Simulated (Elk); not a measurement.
Worked example: self-consistent single point of Ca₃In (Fm-3m, 4 atoms in the cell) in Elk.

Level of theory: LDA (PW92), all-electron FP-LAPW, Elk's shipped species files, default APW+lo basis (Elk).

The change in words: lattice scaled by 0.98. Reference geometry:
```xyz
4
Lattice="0.0000 4.0361 4.0361 4.0361 0.0000 4.0361 4.0361 4.0361 0.0000" Properties=species:S:1:pos:R:3 pbc="T T T"
Ca     2.0181     2.0181     2.0181
Ca     6.0542     6.0542     6.0542
Ca     4.0361     4.0361     4.0361
In     0.0000     0.0000     0.0000
```

Reference input (self-consistent single point, DFT, LDA (PW92), all-electron FP-LAPW, Elk's shipped species files, default APW+lo basis): swidth = 0.00367493 Ha; ngridk = 5 5 5; maxscl = 100. This run's input differs from it in these lines:

```diff
@@ -10,5 +10,5 @@
 avec
-    0.0000000000    7.6271614061    7.6271614061
-    7.6271614061    0.0000000000    7.6271614061
-    7.6271614061    7.6271614061    0.0000000000
+    0.0000000000    7.4746189339    7.4746189339
+    7.4746189339    0.0000000000    7.4746189339
+    7.4746189339    7.4746189339    0.0000000000
```

The program printed (abridged):

```
│ Self-consistent loop started │
│ Loop number : 1 │
 total energy                :     -7917.12241817
│ Loop number : 2 │
 total energy                :     -7917.14793514
RMS change in Kohn-Sham potential (target) :   0.6543241818E-01 (  0.1000000000E-05)
Absolute change in total energy (target)   :   0.2551697043E-01 (  0.1000000000E-03)
│ Loop number : 3 │
 total energy                :     -7917.03472927
RMS change in Kohn-Sham potential (target) :   0.5743600628E-01 (  0.1000000000E-05)
Absolute change in total energy (target)   :   0.1068266189     (  0.1000000000E-03)
│ Loop number : 4 │
   [... lines left out ...]
Absolute change in total energy (target)   :   0.4240295330E-03 (  0.1000000000E-03)
│ Loop number : 14 │
 total energy                :     -7914.45127258
RMS change in Kohn-Sham potential (target) :   0.1002127898E-06 (  0.1000000000E-05)
Absolute change in total energy (target)   :   0.1140941622E-03 (  0.1000000000E-03)
│ Loop number : 15 │
 total energy                :     -7914.45127525
RMS change in Kohn-Sham potential (target) :   0.2132449493E-07 (  0.1000000000E-05)
Absolute change in total energy (target)   :   0.3120264682E-04 (  0.1000000000E-03)
Convergence targets achieved

│ Loop number : 16 │

Energies :
 Fermi                       :     0.163990835094
 total energy                :     -7914.45127576

Density of states at Fermi energy :    84.85675545
 (states/Hartree/unit cell)

Estimated indirect band gap :   0.1742371288E-02
 from k-point      6 to k-point     10
Estimated direct band gap   :   0.2458141285E-01
 at k-point      5

Charges :
 core                        :    60.00000000
 valence                     :    49.00000000
 interstitial                :    7.076995586
 muffin-tins (core leakage)
  species :    1 (Ca)
   atom    1                 :    18.18174661     (  0.1972416541E-07)
   atom    2                 :    18.18174661     (  0.1972416541E-07)
   atom    3                 :    18.18965792     (  0.1975029384E-07)
  species :    2 (In)
   atom    1                 :    47.36985328     (  0.1313594597E-03)
 total in muffin-tins        :    101.9230044
 total calculated charge     :    109.0168358
 total charge                :    109.0000000
 error                       :   0.1683584706E-01

│ Self-consistent loop stopped │
```

The run converged in 16 iterations. The count includes the last loop, which Elk runs after its targets are met. Against the reference run the free energy goes down by 28.7 meV/atom.

The starting cell comes from a database of computed structures (which also holds hypothetical and non-ambient phases and stackings), without a prior relaxation at this level. For this run, on top of that: lattice scaled by 0.98. Values depend on the basis (sphere radii, cutoffs, local orbitals), which need not be converged. The log's line on a gap gives a spacing of levels on this mesh, which the program prints for metals too.
